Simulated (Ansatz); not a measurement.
# Response to strain in CsPbBr3

Consider CsPbBr₃ in the cubic perovskite structure (space group Pm-3m, No. 221; a = 5.872 Å).

Strains are applied to the cell and any free atomic positions relax.

The values are results of plane-wave PAW DFT at the PBEsol level (Ansatz, a quantum-chemistry and plane-wave program, 420 eV), scalar-relativistic without spin-orbit coupling, not measurements.

Candidates:
(a) isotropic strain −2.40 %
(b) isotropic strain −1.80 %
(c) isotropic strain −1.20 %
(d) isotropic strain −0.60 %

Notes on the quantities. energy relative to the base: free energy F.

### Question
Order them by energy relative to the base, lowest first.

### Answer
(d) isotropic strain −0.60 % (+0.9 meV/atom), (c) isotropic strain −1.20 % (+3.7 meV/atom), (b) isotropic strain −1.80 % (+8.5 meV/atom), (a) isotropic strain −2.40 % (+15 meV/atom)

No phonon test of stability was made. Many cubic perovskites are stable only at high temperature; tilts and polar distortions were not tested. This is not the structure that CsPbBr3 has at room temperature and ambient pressure.
